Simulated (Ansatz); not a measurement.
**PbSe: response to strain**

Take PbSe in the rock salt structure (space group Fm-3m, No. 225; a = 6.178 Å) as the base. Axes: x, y, z lie along the cube axes.

Strains are applied to the cell and any free atomic positions relax; under biaxial strain the out-of-plane vector relaxes too; under stress the whole cell relaxes.

The values are results of r2SCAN (Ansatz, an electronic-structure program), scalar-relativistic without spin-orbit coupling, not measurements.

| case | gap character | space group | band gap | volume per atom |
|---|---|---|---|---|
| base | direct at L | Fm-3m (No. 225) | 0.66 eV | 29.47 Å³ |
| biaxial strain −3.89 %, plane normal [111], relaxed out of plane | – | R-3m (No. 166) | ? | 28.32 Å³ |
| biaxial strain +0.67 %, plane normal [111], relaxed out of plane | indirect, L → T | R-3m (No. 166) | ? | 29.66 Å³ |
| isotropic strain −4.54 % | direct at L | Fm-3m (No. 225) | ? | 25.64 Å³ |
| isotropic strain −1.99 % | direct at L | Fm-3m (No. 225) | 0.45 eV | 27.75 Å³ |
| isotropic strain +0.29 % | direct at L | Fm-3m (No. 225) | 0.69 eV | 29.73 Å³ |
| isotropic strain +0.69 % | direct at L | Fm-3m (No. 225) | 0.73 eV | 30.09 Å³ |
| uniaxial strain ε_xx = −1.19 % | direct at N | I4/mmm (No. 139) | 0.62 eV | 29.12 Å³ |
| uniaxial stress, 1 GPa compression along x | direct at N | I4/mmm (No. 139) | ? | 29.29 Å³ |
| tensor shear ε_yz = +0.95 % | indirect, S → R | Immm (No. 71) | 0.57 eV | 29.47 Å³ |

**Question.** Some entries are withheld; estimate them.

**Answer.** 
- biaxial strain −3.89 %, plane normal [111], relaxed out of plane, band gap: zero
- biaxial strain +0.67 %, plane normal [111], relaxed out of plane, band gap: 0.60 eV
- isotropic strain −4.54 %, band gap: 0.11 eV
- uniaxial stress, 1 GPa compression along x, band gap: 0.64 eV

The mesh was chosen for an insulator and is coarse for the gapless case. Spin-orbit coupling, missing from the scalar runs, can matter with Pb. Beyond what the load breaks, stability against distortions was not tested. All final runs are without spin polarisation. A zero or small gap of PbSe under biaxial strain −3.89 %, plane normal [111], relaxed out of plane and PbSe under isotropic strain −4.54 % can be the functional's error rather than a property of the material. Labels are those of the standard path for the cell's own space group.
